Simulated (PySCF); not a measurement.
PySCF 2.14.0, PBE/gth-dzvp, GTH-PBE pseudopotentials, periodic, gdf: diamond-structure Si, 2 atoms. Basis and mesh were picked for this test and aren't claimed converged.

```yaml
cell: 3.84, 3.84, 3.84 Å; 60, 60, 60°
task: energy
method: pbe
basis: gth-dzvp
pseudo: gth-pbe
k mesh: 4×4×4
mol.max_memory: 64000 MB
mf.init_guess: minao (default)
mf.DIIS: CDIIS (default)
mf.diis_space: 8 (default)
basis functions (base settings): 26
grid points (base settings): 37405
k-points (base settings): 64
```

It runs on a single node (AMD EPYC (Zen 5), 96 cores on 1 socket, no SMT, 12 L3 cache groups).

Times are wall-clock medians of two to five runs, from launch to exit, with nothing else on the machine. Processes are pinned to neighbouring cores unless said otherwise. Build: conda-forge: OpenMP (GNU), OpenBLAS with its own threads, libcint, Libxc. Other compilers and libraries give other times. Scratch files lie in a memory file system. This build's BLAS runs threads of its own beside OpenMP's, on the same cores; «BLAS threads» counts them.

Base settings, kept where nothing else is said: two_electron_scheme = gdf, mol.precision = 1e-08 (default), ksym = false (default), mol.space_group_symmetry = false (default) (mol.symmorphic not set). The candidates, on 32 cores each, agree within 1.0 meV/atom in energy:
A. 32 threads, 1 BLAS thread
B. 32 threads, 1 BLAS thread, two_electron_scheme = rsdf
C. 32 threads, 1 BLAS thread, two_electron_scheme = mdf
D. 32 threads, 1 BLAS thread, ksym = true, mol.space_group_symmetry = true, mol.symmorphic = false
E. 32 threads, 1 BLAS thread, mol.precision = 1e-06
F. 32 threads, 8 BLAS threads

### Question
Which choice gives the shortest wall time?

### Answer
E (32 threads, 1 BLAS thread, mol.precision = 1e-06), 9.0 s. At the other end F takes 4.3× as long.

```
candidate  wall time            repeats  Fock builds (products with the orbital Hessian counted alike)
---------  ---------  -----------------  -------------------------------------------------------------
E              9.0 s  2 runs within 5 %                                                              6
A               10 s  2 runs within 2 %                                                              6
C               11 s  2 runs within 1 %                                                              6
B               12 s  2 runs within 2 %                                                              6
D               16 s  2 runs within 2 %                                                              6
F               39 s  2 runs within 2 %                                                              6
```

From the slowest to the fastest: The largest move is in exchange-correlation on the grid (vxc): 30 s to 3.7 s. With 8 BLAS threads beside the program's own on the same cores the CPU time is 838 s against 137 s. The BLAS threads cost time here: 32 threads, 8 BLAS threads takes 39 s and 840 core-seconds of CPU time, the same layout with one BLAS thread 10 s and 140.
